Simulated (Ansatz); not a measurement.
An Ansatz (a first-principles code) input (PBEsol in Ansatz (plane waves to 420 eV, PAW, scalar-relativistic without spin-orbit coupling)):

Ansatz 0.2 input:
```yaml
crystal:
  lattice:
    - [-1.9649259887, 1.9649259887, 5.0956541148]
    - [1.9649259887, -1.9649259887, 5.0956541148]
    - [1.9649259887, 1.9649259887, -5.0956541148]
  atoms:
    - { symbol: Ca, position: [0.5, 0.5, 0] }
    - { symbol: Fe, position: [0.25, 0.75, 0.5] }
    - { symbol: Fe, position: [0.75, 0.25, 0.5] }
    - { symbol: As, position: [0.8632490256, 0.8632490256, 0] }
    - { symbol: As, position: [0.1367509744, 0.1367509744, 0] }
basis: { ecutwfc: 420, ecutrho_ratio: 4, xc_grid: 2, fft_grid_basis: typed }
kpoints: { mp_grid: { grid: [14, 14, 14] } }
hamiltonian:
  xc: pbesol
  dispersion: none
  pseudopotentials: { kind: paw }
scf: { occupations: { method: fermi_dirac, width: 0.05 }, convergence: { dr2_threshold: 0.0000000005 } }
output: { forces: true, stress: true }
checkpoint: { write: state.ck, write_every: 1000 }
```

Q: Which symmetry and how many k-points will the program report, and about how many plane waves at Γ?

A: Space group I4/mmm (ITA 139) with 16 operations, k-points 244 of 2744, and 1573 plane waves at Γ.

Stability against distortions was not tested. Starting moments died away, wholly or in part, for ↑↓↑↓ start, q = (0, 1/2, 0), 10 atoms; another magnetic solution may exist. The final runs are not spin-polarised. The cell was made from CaFe₂As₂ (space group I4/mmm, No. 139; non-magnetic; a hypothetical phase, not in the database extracts checked) by this change: ↑↓↑↓ start, q = (0, 1/2, 0), 10 atoms.
